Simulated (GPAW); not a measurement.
# A self-consistent single point of KF (Fm-3m, 2 atoms in the cell) with GPAW

Method: PBE, GPAW PAW datasets PBE (gpaw-data 1.0.1) (plane waves; GPAW 25.7.0).

Input:

```python
from ase import Atoms
from ase.units import GPa
from gpaw import GPAW

atoms = Atoms(['K', 'F'],
              cell=[[0.000000, 2.688375, 2.688375],
                    [2.688375, 0.000000, 2.688375],
                    [2.688375, 2.688375, 0.000000]],
              positions=[[0.000000, 0.000000, 0.000000],
                         [2.688375, 2.688375, 2.688375]],
              pbc=True)

calc = GPAW(mode={'name': 'pw', 'ecut': 900},
            xc='PBE',
            kpts={'size': (6, 6, 6), 'gamma': True},
            occupations={'name': 'fermi-dirac', 'width': 0.05},
            nbands=-4,
            convergence={'bands': -2},
            symmetry={'symmorphic': False, 'tolerance': 0.0005},
            maxiter=120,
            txt='-')

atoms.calc = calc

energy = atoms.get_potential_energy()
print('Energy (eV):', round(energy, 6))
forces = atoms.get_forces()
print('Forces (eV/Ang):')
print(forces.round(5))
stress = atoms.get_stress()
print('Stress (GPa, Voigt):', (stress / GPa).round(4))
```

Log, with long lists cut:

```
Input parameters:
  convergence: {bands: -2}
  kpts: {gamma: True,
         size: (6, 6, 6)}
  maxiter: 120
  mode: {ecut: 900,
         name: pw}
  nbands: -4
  occupations: {name: fermi-dirac,
                width: 0.05}
  symmetry: {symmorphic: False,
             tolerance: 0.0005}
  xc: PBE

species:
  K:
    name: Potassium
    Z: 19.0
    valence: 9
    core: 10
    charge: 0.0
    file: K.PBE.gz

    # Using partial waves for K as LCAO basis

  F:
    name: Fluorine
    Z: 9.0
    valence: 7
    core: 2
    charge: 0.0
    file: F.PBE.gz

    # Using partial waves for F as LCAO basis

Reference energy: -19096.334004  # eV

Spin-paired calculation

Convergence criteria:
 Maximum [total energy] change in last 3 cyles: 0.0005 eV / valence electron
 Maximum integral of absolute [dens]ity change: 0.0001 electrons / valence electron
 Maximum integral of absolute [eigenst]ate change: 4e-08 eV^2 / valence electron
 Maximum number of scf [iter]ations: 120

Symmetries present (total): 48
Symmetries with fractional translations: 0
216 k-points: 6 x 6 x 6 Monkhorst-Pack grid + [1/12,1/12,1/12]
16 k-points in the irreducible part of the Brillouin zone
       k-points in crystal coordinates                weights
   0:     0.00000000    0.00000000    0.00000000          1/216
   1:     0.16666667    0.16666667    0.00000000          6/216
   2:     0.16666667    0.16666667    0.16666667          8/216
   [... 7 lines left out ...]
          ...
  15:     0.50000000    0.50000000    0.50000000          4/216

Wave functions: Plane wave expansion
  Cutoff energy: 900.000 eV
  Number of coefficients (min, max): 2346, 2421
  Pulay-stress correction: 0.000000 eV/Ang^3 (de/decut=0.000000)

Occupation numbers: Fermi-Dirac:
  width: 0.0500  # eV

Eigensolver

Densities:
  Coarse grid: 27*27*27 grid
  Fine grid: 54*54*54 grid
  Total Charge: 0.000000

Density mixing:
  Method: separate
  Backend: pulay
  Linear mixing parameter: 0.05
  old densities: 5
  Damping of long wavelength oscillations: 50

Hamiltonian:
  XC and Coulomb potentials evaluated on a 54*54*54 grid
  External potential:
    NoExternalPotential

XC parameters: PBE with 2 nearest neighbor stencil

Number of atoms: 2
Number of atomic orbitals: 9
Number of bands in calculation: 12
Number of valence electrons: 16
Bands to converge: 10

Density initialized from atomic densities
  9 bands from LCAO basis set
  3 bands from random numbers

Atomic positions and initial magnetic moments

Positions:
   0 K      0.000000    0.000000    0.000000    ( 0.0000,  0.0000,  0.0000)
   1 F      2.688375    2.688375    2.688375    ( 0.0000,  0.0000,  0.0000)

Unit cell:
           periodic     x           y           z      points  spacing
  1. axis:    yes    0.000000    2.688375    2.688375    27     0.1150
  2. axis:    yes    2.688375    0.000000    2.688375    27     0.1150
  3. axis:    yes    2.688375    2.688375    0.000000    27     0.1150

  Lengths:   3.801936   3.801936   3.801936
  Angles:   60.000000  60.000000  60.000000

Effective grid spacing dv^(1/3) = 0.1254

     iter     time        total  log10-change:
                         energy   eigst   dens
iter:   1 --:--:--    -9.187330   +2.16
iter:   2 --:--:--    -9.010080   +1.27  -1.25
iter:   3 --:--:--    -8.507416   +0.67  -1.29
iter:   4 --:--:--    -8.512400   -0.08  -1.44
iter:   5 --:--:--    -8.500802   -0.52  -1.47
iter:   6 --:--:--    -8.479683   -0.99  -2.04
iter:   7 --:--:--    -8.520937   -1.15  -2.12
iter:   8 --:--:--    -8.483131   -1.55  -2.01
iter:   9 --:--:--    -8.480855   -1.67  -2.43
iter:  10 --:--:--    -8.480018c  -2.10  -2.63
iter:  11 --:--:--    -8.479648c  -2.41  -3.00
iter:  12 --:--:--    -8.479646c  -2.56  -3.67
iter:  13 --:--:--    -8.479646c  -2.79  -4.04c
iter:  14 --:--:--    -8.479646c  -2.95  -4.09c
iter:  15 --:--:--    -8.479649c  -3.23  -3.99
iter:  16 --:--:--    -8.479645c  -3.57  -3.95
iter:  17 --:--:--    -8.479645c  -3.81  -4.14c
iter:  18 --:--:--    -8.479644c  -4.13  -4.19c
iter:  19 --:--:--    -8.479646c  -4.30  -4.27c
iter:  20 --:--:--    -8.479645c  -4.70  -4.25c
iter:  21 --:--:--    -8.479645c  -5.07  -4.77c
iter:  22 --:--:--    -8.479645c  -5.39  -5.15c
iter:  23 --:--:--    -8.479645c  -5.65  -5.01c
iter:  24 --:--:--    -8.479645c  -5.95  -5.26c
iter:  25 --:--:--    -8.479645c  -5.90  -5.25c
iter:  26 --:--:--    -8.479645c  -6.36  -5.31c
iter:  27 --:--:--    -8.479645c  -6.81  -5.35c
iter:  28 --:--:--    -8.479645c  -7.21  -5.41c
iter:  29 --:--:--    -8.479645c  -7.64c -6.23c

Converged after 29 iterations.

Dipole moment: (-0.000000, -0.000000, -0.000000) |e|*Ang

Energy contributions relative to reference atoms: (reference = -19096.334004)

Kinetic:         +5.723950
Potential:       -4.293840
External:        +0.000000
XC:              -9.276759
Entropy (-ST):   -0.000000
Local:           -0.632995
SIC:             +0.000000
--------------------------
Free energy:     -8.479645
Extrapolated:    -8.479645

Showing only first 2 kpts
 Kpt  Band  Eigenvalues  Occupancy
  0     6     -0.44572    2.00000
  0     7     -0.44572    2.00000
  0     8      5.63917    0.00000
  0     9     10.15709    0.00000

  1     6     -0.47451    2.00000
  1     7     -0.47450    2.00000
  1     8      6.54337    0.00000
  1     9      9.31921    0.00000

Fermi level: 1.10400

Gap: 6.085 eV
Transition (v -> c):
  (s=0, k=0, n=7, [0.00, 0.00, 0.00]) -> (s=0, k=0, n=8, [0.00, 0.00, 0.00])
No difference between direct/indirect transitions
Energy (eV): -8.479645

Forces in eV/Ang:
  0 K    -0.00000    0.00000    0.00000
  1 F    -0.00000    0.00000   -0.00000

Stress tensor:
     0.000192    -0.000000    -0.000000
    -0.000000     0.000192     0.000000
    -0.000000     0.000000     0.000192
Stress (GPa, Voigt): [ 0.0308  0.0308  0.0308  0.     -0.     -0.    ]
```

The run converged in 29 iterations. GPAW prints stress with tension positive.

At such cutoffs GPAW's stress carries a finite-basis (Pulay) error, which enters relaxed cells too; its log prints stress with tension positive.

The starting cell has typed, rounded lattice constants, without a prior relaxation at this level. Its lattice was rescaled by up to half a per cent.
